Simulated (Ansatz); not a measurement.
```
Mo
1.0
   -1.51104     1.57548     1.57548
    1.51104    -1.57548     1.57548
    1.51104     1.57548    -1.57548
Mo
1
Direct
  0.00000   0.00000   0.00000
```

No spin polarisation.

Method: r2SCAN (Ansatz, a quantum-chemistry and plane-wave program), no SOC. k-mesh 29×29×29 (Γ-centred); smearing 0.1 eV (Fermi–Dirac).

Predict the stress and band gap.

The stress (xx, yy, zz, yz, xz, xy; compression positive) is (22.8, 7.6, 7.6, 0.0, 0.0, 0.0) GPa and the band gap comes out as zero.

The cells carry an imposed strain or load. Stability against distortions was not tested. All final runs are without spin polarisation. The cell was made from Mo in the bcc (W type) structure (space group Im-3m, No. 229) by this change: uniaxial strain ε_xx = −4.09 %.
